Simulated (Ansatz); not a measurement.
Consider Rb2O in the anti-CdI2 type structure (space group P-3m1, No. 164; a hypothetical phase, not in the database extracts checked).

```xyz
3
Lattice="4.1985 0.0000 0.0000 -2.0993 3.6360 0.0000 0.0000 0.0000 5.8337" Properties=species:S:1:pos:R:3 pbc="T T T"
O      0.0000     0.0000     0.0000
Rb     2.0993     1.2120     1.3029
Rb     0.0000     2.4240     4.5308
```

The values are results of PBE-D3(BJ) in Ansatz (plane waves to 420 eV, PAW, no spin-orbit coupling), not measurements.

For the base:

| Item | Result |
|---|---|
| Lattice parameter a | 4.199 Å |
| Electron mass | 0.37 mₑ along c, 0.30 mₑ across (at Γ) |

One thing is altered: cell and atoms relaxed at a pressure of 0.9 GPa.

Q: What does the calculation give for the lattice parameter a after the change?

A: The lattice parameter a falls by 0.040 Å, from 4.199 Å to 4.159 Å.

Q: Estimate the effect on the mean gap deformation potential ΔEg/Δln V.

A: The mean gap deformation potential ΔEg/Δln V is -3.9 eV.

Q: Predict the new electron mass.

A: The electron mass changes from 0.37 mₑ along c, 0.30 mₑ across (at Γ) to 0.37 mₑ along c, 0.32 mₑ across (at Γ).

Load acts through the strain it causes; cell and atoms are relaxed under it. Masses are band curvatures over ±0.01 Å⁻¹ around the edge. No phonon test of stability was made.

Ansatz is a quantum-chemistry and plane-wave program.
